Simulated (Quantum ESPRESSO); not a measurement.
Quantum ESPRESSO is run on LaBPd3 (Pm-3m, 5 atoms in the cell), and the run fails. The aim is a self-consistent single point with DFT, LDA (PZ), plane waves, GBRV 1.5 ultrasoft (LDA) pseudopotentials.

The input file:

```fortran
&control
   calculation = 'scf',
   prefix = 'LaBPd3',
   outdir = './out',
   pseudo_dir = './',
   verbosity = 'high',
   tprnfor = .true.,
   tstress = .true.,
/
&system
   ibrav = 1,
   A = 4.41742000,
   nat = 5,
   ntyp = 3,
   ecutwfc = 40,
   ecutrho = 320,
   occupations = 'smearing',
   smearing = 'cold',
   degauss = 0.0073499,
/
&electrons
   conv_thr = 1.0d-9,
   mixing_beta = 0.7,
/
ATOMIC_SPECIES
La   138.9055  la_lda_v1.uspp.F.UPF
B     10.8100  b_lda_v1.4.uspp.F.UPF
Pd   106.4200  pd_lda_v1.4.uspp.F.UPF
ATOMIC_POSITIONS cartesian
La    0.00000000    0.00000000    0.00000000
B     2.20871000    2.20871000    2.20871000
Pd    0.00000000    2.20871000    2.20871000
Pd    2.20871000    0.00000000    2.20871000
Pd    2.20871000    2.20871000    0.00000000
K_POINTS automatic
6 6 6  0 0 0
```

The program printed (abridged):

```
     This program is part of the open-source Quantum ESPRESSO suite
     for quantum simulation of materials; please cite

 %%%%%%%%%%%%%%%%%%%%%%%%%%%%%%%%%%%%%%%%%%%%%%%%%%%%%%%%%%%%%%%%%%%%%%%%%%%%%%
     Error in routine read_cards (1):
     unknown option for ATOMIC_POSITION: ATOMIC_POSITIONS CARTESIAN
 %%%%%%%%%%%%%%%%%%%%%%%%%%%%%%%%%%%%%%%%%%%%%%%%%%%%%%%%%%%%%%%%%%%%%%%%%%%%%%

     stopping ...
```

**Question.** From the messages shown, name the fault and mend the input.

**Answer.** The fault is a value that the program does not know. The key takes a closed list of words, and names differ between codes. To fix it, use one of the words that the key accepts. The program stopped before any SCF iteration.

The sound input it was made from differs as follows (other fixes are possible):
```diff
-ATOMIC_POSITIONS cartesian
+ATOMIC_POSITIONS angstrom
```

With that input, the run converged in 27 iterations: free energy E − TS -9594.4290 eV; Fermi level (on the code's own zero) 15.37 eV; pressure -9.36 GPa (DFT, LDA (PZ), plane waves, GBRV 1.5 ultrasoft (LDA) pseudopotentials).

On the sound input: the starting cell comes from a database of computed structures (which also holds hypothetical and non-ambient phases and stackings), without a prior relaxation at this level. Spin polarisation is off. With a pressure of about -9 GPa the cell is away from its equilibrium volume at this level.
